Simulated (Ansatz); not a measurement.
Base system: CsHS (space group I4/m, No. 87; a = 8.2907 Å, c = 9.1768 Å; a cell from a computed database, its experimental status unchecked). Axes: x, y, z lie along a, b, c of the conventional cell.

Method: r2SCAN in Ansatz (plane waves to 500 eV, PAW, spin-orbit coupling left out).

For the base:

- Valence-band top at Γ = 0.00, -0.08, -0.15 eV
- Band gap = 3.90 eV

One thing is altered: the cell is stretched by 1.08 % along y with no lateral relaxation; the atoms relax in the strained cell.

Question: What does the calculation give for the valence-band top at Γ after the change?

Answer: The valence-band top at Γ (three highest levels, from the VBM) becomes 0.00, -0.08, -0.17 eV (base: 0.00, -0.08, -0.15 eV).

Question: What does the calculation give for the stress after the change?

Answer: The stress (xx, yy, zz, yz, xz, xy; compression positive) comes out as (-0.06, -0.33, -0.09, 0.00, 0.00, 0.00) GPa.

Question: Estimate the effect on the band gap.

Answer: The band gap stays essentially unchanged (3.90 eV against 3.89 eV).

Question: Predict the new largest internal atomic displacement.

Answer: The largest internal atomic displacement is 0.016 Å.

Stability against distortions was not tested.

Ansatz is a quantum-chemistry and plane-wave program.
